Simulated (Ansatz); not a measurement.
**Quick settings and what they miss: AlGaNi6 (P4/mmm, 8 atoms in the cell)**

Self-consistent single point.

```xyz
8
Lattice="3.6024 0.0000 0.0000 0.0000 3.6024 0.0000 0.0000 0.0000 7.2020" Properties=species:S:1:pos:R:3 pbc="T T T"
Al     0.0000     0.0000     0.0000
Ga     0.0000     0.0000     3.6010
Ni     1.8012     1.8012     0.0000
Ni     1.8012     1.8012     3.6010
Ni     1.8012     0.0000     1.7955
Ni     1.8012     0.0000     5.4066
Ni     0.0000     1.8012     1.7955
Ni     0.0000     1.8012     5.4066
```
Moments meant for the start (each program seeds them in its own way; μB, in the order of the atoms Al Ga Ni Ni Ni Ni Ni Ni): 0.0 0.0 2.0 2.0 2.0 2.0 2.0 2.0.

Method: PBEsol, default PAW files made with PBE (plane waves; Ansatz, an electronic-structure program).

Base settings: basis.ecutwfc = 420 eV; kpoints.mp_grid.grid = 7 7 4; hamiltonian.xc = pbesol; hamiltonian.pseudopotentials = {kind: paw} (the program's default PAW files); magnetization.spin_polarized = true; scf.occupations.method = gaussian; scf.occupations.width = 0.05 eV.

Tight run (finer mesh or higher cutoff; not a proven limit): basis.ecutwfc: 420 eV → 590 eV; kpoints.mp_grid.grid: 7 7 4 → 10 10 6; scf.convergence.dr2_threshold: default (1e-07 eV) → 1e-09 eV. It gave Fermi level (on the code's own zero) 15.71 eV; pressure -11.55 GPa; largest force (vector length) 0.014 eV/Å; size of the cell's spin moment 1.55 μB.

Quick runs, as changes from the base:
- A: the base itself
- B: basis.ecutwfc: 420 eV → 295 eV; kpoints.mp_grid.grid: 7 7 4 → 4 4 4; hamiltonian.xc: pbesol → lda; scf.occupations.method: gaussian → cold; scf.occupations.width: 0.05 eV → 0.2 eV [LDA (PW92)]
- C: basis.ecutwfc: 420 eV → 250 eV; kpoints.mp_grid.grid: 7 7 4 → 6 6 6; scf.occupations.width: 0.05 eV → 0.2 eV
- D: basis.ecutwfc: 420 eV → 295 eV; kpoints.mp_grid.grid: 7 7 4 → 8 8 8; scf.occupations.method: gaussian → fermi_dirac; scf.occupations.width: 0.05 eV → 0.5 eV; kpoints.mp_grid.shift: default → 0.5 0.5 0.5
- E: basis.ecutwfc: 420 eV → 335 eV; kpoints.mp_grid.grid: 7 7 4 → 2 2 2; hamiltonian.xc: pbesol → lda; scf.occupations.method: gaussian → cold; scf.occupations.width: 0.05 eV → 0.2 eV; kpoints.mp_grid.shift: default → 0.5 0.5 0.5 [LDA (PW92)]
- F: basis.ecutwfc: 420 eV → 210 eV; kpoints.mp_grid.grid: 7 7 4 → 2 2 2; kpoints.mp_grid.shift: default → 0.5 0.5 0.5; scf.convergence.dr2_threshold: default (1e-07 eV) → 0.001 eV

Energies are extrapolated to zero smearing width, which holds to low order in the width alone.

Dashes: energy of B, E, another energy zero.

† marks runs with another functional, U, potentials or spin treatment: their distance from the tight run is not a convergence error alone.

The count of work is k-points × plane waves × bands × iterations; it is no time. 

Pressures in the table are Ansatz's without its Pulay estimate, at a fixed set of plane waves; the tight run's value above holds the estimate.

The starting cell comes from a database of computed structures (which also holds hypothetical and non-ambient phases and stackings), without a prior relaxation at this level. Its lattice was rescaled by a random factor within 2.5 % of one. The moments shrank to a small part of their start, a low-spin state that need not be the lowest. In the base run, with a pressure of about -12 GPa the cell is away from its equilibrium volume at this level.

| run | energy less tight (meV/atom) | pressure less tight (GPa) | largest miss in a force vector (eV/Å) | size of the net moment less tight (μB/atom) | count of work / tight |
|---|---|---|---|---|---|
| A | 0.9 | -0.06 | 0.000 | 0.01 | 0.19 |
| B† | – | -42.42 | 0.001 | -0.08 | 0.16 |
| C | 2069.2 | -175.55 | 0.110 | -0.07 | 0.12 |
| D | 277.0 | -29.72 | 0.016 | -0.19 | 0.16 |
| E† | – | -11.22 | 0.094 | 0.00 | 0.012 |
| F | 9615.1 | -639.22 | 0.026 | -0.19 | 0.0022 |

Among the runs at the tight run's level, the energy misses run from 0.9 to 9615.1 meV/atom.

Keys are those of Ansatz 0.2.
